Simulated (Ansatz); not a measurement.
Functionals compared on O on the 1x1 (110) surface of bcc W, one in a 2x2 cell, started at the site 'hollow W-W-W', in Ansatz (plane waves, PAW). The structure was relaxed with PBE; the other rows are single points on it, each with its references at the same level. Cutoff 420 eV (500 eV for r2SCAN).

Set-up: 17 atoms, 6.6 Å thick at the start under the adsorbate (thin: gaps and levels are the slab's own); mesh 6x6x1; 0.1 eV smearing; dipole correction on; 8 atoms held, the rest relaxed; start symmetry kept, larger cells not searched; no spin, no spin-orbit, no U, no dispersion correction. At the end it is bonded to 3 W. In PBE it is, or lies within 0.03 eV of, the lowest of the starts that converged. These notes are the PBE run's. Adsorption energies are against ½ O2(g). A negative adsorption energy means that the adsorbate is more stable on the surface than in its reference.

```tsv
functional	adsorption energy (eV)	work function of the top face (eV)	change of the work function (eV)	rough cost of the single point
PBE	-4.16	4.77	-0.05	–
RPBE	-3.88	4.62	-0.06	around 50 core-seconds (rough)
r2SCAN	-4.44	4.82	-0.08	very roughly 90 core-seconds
```

Ansatz is a program for electronic structure.
